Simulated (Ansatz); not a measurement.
The starting structures come from a database of crystals and need not be the phases stable at ambient conditions.

 Where the default PAW files enter, the runs use the earlier of Ansatz's two default sets.

Given:

```
CELL_PARAMETERS angstrom
      6.52097     0.00000     0.00000
      0.00000     6.52097     0.00000
      3.26048    -3.26048     4.61102
ATOMIC_POSITIONS crystal
  Cd 0.75000 0.75000 0.50000
  Cd 0.00000 0.00000 0.00000
  In 0.87500 0.37500 0.75000
  In 0.37500 0.37500 0.25000
  In 0.37500 0.37500 0.75000
  In 0.37500 0.87500 0.25000
  O  0.13825 0.58525 0.72350
  O  0.16475 0.61175 0.22350
  O  0.13825 0.13825 0.72350
  O  0.61175 0.61175 0.22350
  O  0.58525 0.13825 0.27650
  O  0.61175 0.16475 0.77650
  O  0.13825 0.13825 0.27650
  O  0.61175 0.61175 0.77650
```

Space group of this cell: Fd-3m, spinel. The cell is taken as given; by r2SCAN its mean pressure is -0.9 GPa.

The current runs along the normal of the first two printed vectors, the (001) plane. All runs by Ansatz (an electronic-structure program), plane waves and PAW, without spin-orbit coupling; the base is r2SCAN.

| run | mean pressure (GPa) | gap (eV) | mid-gap κ (1/Å) |
|---|---|---|---|
| base | -0.9 | 1.54 | 0.163 |
| all lengths scaled by 0.98 | 9.6 | 1.80 | 0.187 |
| all lengths scaled by 1.02 | -8.7 | 1.28 | 0.140 |
| lda in place of r2scan | -5.9 | 0.90 | 0.114 |
| lengths across the current scaled by 0.98, ions clamped | 5.9 | (withheld) | (withheld) |
| lengths across the current scaled by 1.02, ions clamped | -6.2 | 1.35 | 0.147 |
| lengths along the current scaled by 0.97, ions clamped | 4.2 | 1.63 | 0.173 |
| lengths along the current scaled by 1.03, ions clamped | -4.9 | (withheld) | (withheld) |
| pbesol in place of r2scan | -1.2 | (withheld) | (withheld) |

Q: Some entries are withheld; supply them.

A: 
- lengths across the current scaled by 0.98, ions clamped, gap (eV): 1.68
- lengths across the current scaled by 0.98, ions clamped, mid-gap κ (1/Å): 0.179
- lengths along the current scaled by 1.03, ions clamped, gap (eV): 1.37
- lengths along the current scaled by 1.03, ions clamped, mid-gap κ (1/Å): 0.152
- pbesol in place of r2scan, gap (eV): 0.94
- pbesol in place of r2scan, mid-gap κ (1/Å): 0.116
